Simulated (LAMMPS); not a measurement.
System: a melt made from CoAl (CsCl type), 1024 atoms, at 1520 K and 0 GPa, brought to that temperature within a few picoseconds.

All values are model results, not measurements: classical MD, pair style meam, file MoCoNiVFeAlCr_2nn.meam, run in LAMMPS.

state found: liquid
density: 5.115 ± 0.002 g/cm³
volume per atom: 13.947 ± 0.005 Å³/atom
enthalpy per atom: -3.756 ± 0.001 eV/atom
first peak of g(r), Al-Co: 2.48 Å, height 4.0
coordination number of Al by Co: 6.74 (counted to 3.38 Å)
coordination number of Co by Al: 6.74 (counted to 3.38 Å)
first peak of g(r), Al-Al: 2.70 Å, height 2.1
coordination number of Al by Al: 7.02 (counted to 3.74 Å)
first peak of g(r), Co-Co: 2.54 Å, height 2.1
coordination number of Co by Co: 4.58 (counted to 3.30 Å)
most common Al-Al-Co angle: at the 3° bin centred on 52.5°, after smoothing over three bins (mean of all 93°)
most common Co-Al-Co angle: at the 3° bin centred on 58.5°, after smoothing over three bins (mean of all 99°)
self-diffusion coefficient of Al (not corrected for cell size): (1.80 ± 0.09) × 10^-5 cm²/s
self-diffusion coefficient of Co (not corrected for cell size): (1.71 ± 0.07) × 10^-5 cm²/s
shear viscosity (Green-Kubo): 9 ± 2 mPa s
mean frequency of the vibrational (phonon) density of states: 6.9 THz
cost: very roughly 15 core-minutes

Potential: file MoCoNiVFeAlCr_2nn.meam of the LAMMPS distribution; its header cites Wang, J., Kwon, H., Kim, H.S. et al. A neural network model for high entropy alloy design. npj Comput Mater 9, 60 (2023).

Caution: a run this short can hold a crystal over, or a liquid under, the potential's own melting point, which these runs don't give.

States go by the mean squared displacement: a species diffuses where it passes 1.5 Å², still rises and gives D over 1e-6 cm²/s; a crystal has left its structure where atoms lie 0.35 Å off their sites on average or a cubic box changes its shape by 3 %, or the axial ratios of another lie 8 % off the starting cell's, which the potential's own relaxation can also do.

Errors of D are the spread over four groups of atoms in one short run; a floor of about 5 %, a picked value, is safer.

The ± values are statistical; the model's systematic error is not in them.
